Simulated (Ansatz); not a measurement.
AlN (model structure, started from the HgO type, Fm-3m, No. 225, 6 atoms in the cell), treated with PBEsol in Ansatz (PAW).

Numerical settings: plane-wave cutoff 520 eV, 12×12×4 k mesh (along the axes of the cell as run), Fermi–Dirac smearing 0.01 eV, scalar-relativistic PAW data made under PBE.

Computed at the level's own relaxed cell.

```yaml
crystal:
  lattice:
    - [2.86039, 0.00000, 0.00000]
    - [-1.43020, 2.47717, 0.00000]
    - [0.00000, 0.00000, 7.00676]
  atoms:
    - { symbol: Al, position: [0.33335, 0.33335, 0.50000] }
    - { symbol: Al, position: [0.66665, 0.00000, 0.83333] }
    - { symbol: Al, position: [0.00000, 0.66665, 0.16667] }
    - { symbol: N, position: [0.33333, 0.33333, 0.00000] }
    - { symbol: N, position: [0.66667, 0.00000, 0.33333] }
    - { symbol: N, position: [0.00000, 0.66667, 0.66667] }
```

Task: List the 15 lowest band energies at Γ above −25 eV (eV, relative to the valence band maximum), grouping those that round alike.

Result: At Γ: -17.52, -15.45 (×2), -6.24 (×2), -0.85 (×4), 0.00 (×3), 5.63, 6.43 (×2).

Note: the relaxation could raise the start's symmetry but not lower it, so the cell can be a saddle point.

A model structure was made by putting elements into a prototype or built by hand; it is no filed structure, need not be a known phase, and can be a saddle point held by its symmetry.

Ansatz is an electronic-structure program.
